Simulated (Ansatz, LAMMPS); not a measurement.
Bulk modulus B0 of CsCl-type CuZn: levels of theory against measurement

Reference value: 116 GPa (measured, temperature not stated, no zero-point or thermal correction; as tabulated in Nepal et al. (2020), arXiv:2007.11150).

### Question
What do COMB comb3, LDA, PBE, PBEsol, r²SCAN, B3LYP (VWN-RPA form), HSE06, PBE0, Hartree–Fock give, and how far is each from the reference?

### Answer

```
level (code)                   value (GPa)  cell (Å³/atom)  difference (%)
-----------------------------  -----------  --------------  --------------
COMB comb3 (LAMMPS)                    144           12.42             +24
LDA (Ansatz)                           154           11.82             +33
PBE (Ansatz)                           115           13.02            -0.9
PBEsol (Ansatz)                        137           12.30           +18.1
r²SCAN (Ansatz)                        134           12.44           +15.5
B3LYP (VWN-RPA form) (Ansatz)         95.8           13.63           -17.4
HSE06 (Ansatz)                         110           13.02            -5.2
PBE0 (Ansatz)                          110           12.98            -5.2
Hartree–Fock (Ansatz)                 53.3           15.86             -54
```

The reference's temperature isn't stated, so close values are not ranked against it. Off by more than 20 %, or 28 % on the side where a correction would as a rule narrow the miss (bounds picked here): Hartree–Fock (-54 %), LDA (+33 %).

The measured value isn't corrected to a static lattice, so vibrations enter the comparison. A static lattice is as a rule stiffer than a warm one, by over a tenth in soft solids.  B3LYP (VWN-RPA form), HSE06, PBE0, Hartree–Fock: the run has no spin polarisation, so it can have missed a magnetic state. Hartree–Fock: the cell is over a tenth larger than the published one: the level's own overestimate first of all, though another phase or state, or a fault of the published cell, is possible. Each level is taken at its own relaxed cell. Cutoffs and k meshes differ between the levels. Ansatz's density-functional and Hartree–Fock values are scalar-relativistic unless marked +SOC, with PAW data made under PBE.

Empirical potentials (COMB comb3) are fitted to chosen data: where that held the value shown, agreement is built in, and what lay outside the fit can be far off.

Differences are worked out from the printed values.

Ansatz is a quantum-chemistry and plane-wave program.
